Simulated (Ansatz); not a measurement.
Input and output of a self-consistent single point for LaB6 (Pm-3m, 7 atoms in the cell) (Ansatz, a program for electronic structure).

Method: PBE, PAW files (plane waves; Ansatz).

```yaml
crystal:
  lattice:
    - [4.18625, 0.00000, 0.00000]
    - [0.00000, 4.18625, 0.00000]
    - [0.00000, 0.00000, 4.18625]
  atoms:
    - { symbol: La, position: [0.00000, 0.00000, 0.00000] }
    - { symbol: B, position: [0.80012, 0.50000, 0.50000] }
    - { symbol: B, position: [0.19988, 0.50000, 0.50000] }
    - { symbol: B, position: [0.50000, 0.80012, 0.50000] }
    - { symbol: B, position: [0.50000, 0.19988, 0.50000] }
    - { symbol: B, position: [0.50000, 0.50000, 0.80012] }
    - { symbol: B, position: [0.50000, 0.50000, 0.19988] }
```

Reference input (self-consistent single point, DFT, PBE, plane waves, PAW files): kpoints.mp_grid.grid = 7 7 7; hamiltonian.xc = pbe; hamiltonian.pseudopotentials = {kind: paw} (the program's default PAW files); scf.occupations.method = gaussian; scf.occupations.width = 0.136 eV. This run's input differs from it in these lines:

Ansatz 0.2 input:
```diff
@@ -15,3 +15,3 @@
 kpoints:
-  mp_grid: { grid: [7, 7, 7] }
+  mp_grid: { grid: [5, 5, 5] }
 hamiltonian:
```

The program printed (abridged):

```
SCF iter   1: F=—  HF=-7191.919768 eV  |F-HF|=—  |Δ(HF+E_count)|=         —  Δρ=6.85e-2  dr2=7.03e0  ethr=3.10e-3  ⟨swp⟩=5.1  Hψ=1078  notcnv=0
all-band conjugate gradients solve this SCF's bands
preconditioner: auto → Kerker (q_TF=auto, 2.337 Å⁻¹)
SCF iter   2: F=—  HF=-7190.452653 eV  |F-HF|=—  |Δ(HF+E_count)|=    1.47e0  Δρ=3.91e-2  dr2=2.47e0  ethr=3.10e-3  ⟨swp⟩=3.1  Hψ=474  notcnv=0  defer=13
   [... lines left out ...]
SCF iter   5: F=—  HF=-7189.690852 eV  |F-HF|=—  |Δ(HF+E_count)|=   2.35e-3  Δρ=8.93e-4  dr2=8.25e-4  ethr=3.52e-5  ⟨swp⟩=3.0  Hψ=402  notcnv=0  defer=13
SCF iter   6: F=—  HF=-7189.690940 eV  |F-HF|=—  |Δ(HF+E_count)|=   8.83e-5  Δρ=1.22e-4  dr2=1.00e-5  ethr=2.85e-6  ⟨swp⟩=2.9  Hψ=351  notcnv=0  defer=13
SCF iter   7: F=—  HF=-7189.690894 eV  |F-HF|=—  |Δ(HF+E_count)|=   4.56e-5  Δρ=3.09e-5  dr2=1.35e-6  ethr=3.47e-8  ⟨swp⟩=2.0  Hψ=361  notcnv=0  defer=13
SCF iter   8: F=-7189.690894 eV  HF=-7189.690894 eV  |F-HF|=3.97e-9  |Δ(HF+E_count)|=   8.52e-8  Δρ=3.59e-6  dr2=1.32e-8  ethr=3.45e-10  ⟨swp⟩=10.3  Hψ=1369  notcnv=0
SCF 1 converged in 8 iterations: F = -7189.690894 eV  dr2 = 1.32e-8
Free energy (F): -7189.690894 eV
Internal energy: -7189.669867 eV  (E = F + TS)
E sigma→0 (E₀):  -7189.680381 eV
Entropy (-TS):   -0.021027 eV (-3.004 meV/atom)
Fermi energy:    11.727457 eV
--- Forces (eV/Å), atoms counted from 1 ---
  atom   1  La    -0.00000000     0.00000000    -0.00000000
  atom   2  B     -0.06370102    -0.00000000     0.00000000
  atom   3  B      0.06370102     0.00000000     0.00000000
  atom   4  B      0.00000000    -0.06370102     0.00000000
  atom   5  B     -0.00000000     0.06370102     0.00000000
  atom   6  B      0.00000000    -0.00000000    -0.06370102
  atom   7  B      0.00000000    -0.00000000     0.06370102
--- Stress (GPa, compression-positive) ---
       -3.811756       0.000000      -0.000000
        0.000000      -3.811756       0.000000
        0.000000       0.000000      -3.811756
  P = ⅓ Tr σ = -3.8118 GPa (-38.118 kbar)
  The stress holds the Pulay correction. Without it, at fixed plane waves, as pw.x and ABINIT print it: P = -3.9644 GPa
```

The run converged in 8 iterations. Against the reference run the free energy hardly moves (within 1 meV/atom), the pressure hardly changes (-3.75 to -3.81 GPa) and the largest force goes from 0.056 to 0.064 eV/Å.

The starting cell comes from a database of computed structures (which also holds hypothetical and non-ambient phases and stackings), without a prior relaxation at this level. Its lattice was rescaled by a random factor within 2.5 % of one. With a pressure of about -4 GPa the cell is away from its equilibrium volume at this level. Ansatz's pressure includes its estimate of the finite-basis (Pulay) stress.
